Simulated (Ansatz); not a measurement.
P (model structure, Fd-3m, No. 227, 2 atoms in the cell): properties by level of theory

```csv
level (code),lattice constant a (Å),cohesive energy (eV/atom)
LDA (Ansatz),5.343,3.88
PBE (Ansatz),[?],2.93
PBEsol (Ansatz),[?],3.37
PBE-D3(BJ) (Ansatz),5.359,3.28
r²SCAN+rVV10 (Ansatz),5.401,[?]
```

**Question.** Some entries are withheld; supply them.

**Answer.** 
- PBE (Ansatz, a program for electronic structure), lattice constant a (Å): 5.484
- PBEsol (Ansatz), lattice constant a (Å): 5.378
- r²SCAN+rVV10 (Ansatz), cohesive energy (eV/atom): 2.89

Ansatz's density-functional and Hartree–Fock values are scalar-relativistic unless marked +SOC, with PAW data made under PBE.

Free atoms are spin-polarised, in the lowest state found; at levels without +SOC their spin–orbit coupling is left out.

The computed numbers hold no vibrational or temperature effects.

A model structure was made by putting elements into a prototype or built by hand; it is no filed structure, need not be a known phase, and can be a saddle point held by its symmetry.
